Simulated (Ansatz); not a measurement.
Base system: W in the bcc (W type) structure (space group Im-3m, No. 229; a = 3.1694 Å; relaxed with 0.1 eV smearing). Axes: x, y, z lie along the cube axes.

Structures relaxed with Ansatz (a quantum-chemistry and plane-wave program), r2SCAN, PAW, cutoff 500 eV, without spin-orbit coupling, earlier PAW set.

Base:

Simulated powder pattern, Cu Kα, λ = 1.54184 Å (kinematic, ideal powder, no thermal factors, no anomalous dispersion; the 14 strongest lines at most, above 2 %, up to 2θ = 90°):

```
2θ (°)  I/Imax (%)    hkl
------  ----------  -----
40.24          100  (110)
58.22           17  (200)
73.14           36  (211)
86.94           12  (220)
```

After one change:

Simulated powder pattern, Cu Kα, λ = 1.54184 Å (kinematic, ideal powder, no thermal factors, no anomalous dispersion; the 14 strongest lines at most, above 2 %, up to 2θ = 90°):

```
2θ (°)  I/Imax (%)
------  ----------
40.33          100
40.99           48
57.35          9.2
59.36           17
72.88           18
74.22           35
87.18           12
88.89          5.8
```

What was done to the base?
A) biaxial strain −1.75 %, plane normal [001], relaxed out of plane
B) uniaxial stress, 8 GPa compression along z
C) biaxial strain +0.25 %, plane normal [001], relaxed out of plane
D) strain tensor (xx, yy, zz, yz, xz, xy) = (+0.82, −0.78, −3.19, +1.03, −0.48, −0.06) %

A, biaxial strain −1.75 %, plane normal [001], relaxed out of plane. Its volume per atom is 15.58 Å³ against 15.92 Å³, and its space group is I4/mmm (No. 139).

Beyond what the load breaks, stability against distortions was not tested. The final runs are not spin-polarised.
